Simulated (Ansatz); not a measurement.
# TlSe (space group I4/mcm, No. 140)

```xyz
8
Lattice="-3.9722 3.9722 3.4845 3.9722 -3.9722 3.4845 3.9722 3.9722 -3.4845" Properties=species:S:1:pos:R:3 pbc="T T T"
Tl     0.0000     0.0000     5.2268
Tl     0.0000     0.0000     1.7423
Tl     0.0000     3.9722     1.7423
Tl     3.9722     0.0000     1.7423
Se     5.4286     1.4564     0.0000
Se    -1.4564     2.5158     3.4845
Se     2.5158     1.4564     3.4845
Se     1.4564     2.5158     0.0000
```

Calculations: PBEsol/PAW in Ansatz (a quantum-chemistry and plane-wave program), no SOC. k-mesh 9×9×9 (Γ-centred); smearing 0.05 eV (Fermi–Dirac).

```yaml
volume_per_atom: 27.49 Å³
density: 8.56 g/cm³
band_gap: zero
total_energy: -8360.189 eV/atom (σ→0; compares only within this code and set-up)
```

Spin-orbit coupling, missing from the scalar runs, can matter with Tl. No phonon test of stability was made. The final runs are not spin-polarised. A zero or small gap of TlSe can be the functional's error rather than a property of the material.
